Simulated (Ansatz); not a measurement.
Take GeSe in the GeS type structure (space group Pnma, No. 62; layered, stacked along the Cartesian x axis) as the base.

```xyz
8
Lattice="10.9614 0.0000 0.0000 0.0000 3.8757 0.0000 0.0000 0.0000 4.4321" Properties=species:S:1:pos:R:3 pbc="T T T"
Ge     1.3508     0.9689     0.5048
Ge     4.1299     2.9068     2.7208
Ge     9.6106     2.9068     3.9273
Ge     6.8316     0.9689     1.7113
Se     9.3666     0.9689     2.2094
Se     7.0755     2.9068     4.4255
Se     1.5948     2.9068     2.2227
Se     3.8859     0.9689     0.0067
```

Levels (all Ansatz, an electronic-structure program, PAW): PBE-D3(BJ) (420 eV, no spin-orbit coupling); HSE06 (420 eV, no spin-orbit coupling).

The geometry is relaxed with PBE-D3(BJ).

| Item | Result |
|---|---|
| PBE-D3(BJ) lowest conduction level above the VBM at special points | Γ 0.73 eV; Y 1.11 eV; Z 1.24 eV |

With HSE06 at the same geometry, the lowest conduction level above the VBM at special points becomes Γ 1.23 eV; Y 1.69 eV; Z 1.75 eV (PBE-D3(BJ): Γ 0.73 eV; Y 1.11 eV; Z 1.24 eV).

Single points use the geometry relaxed with PBE-D3(BJ). HSE06 was sampled on its mesh, a few special points and the semilocal edge points, so its gap is an upper bound. The levels and masses belong to the bands next to the band gap. Stability against distortions was not tested. The D3 term's C6 switches between coordination references near this geometry, which can add small steps to energies.
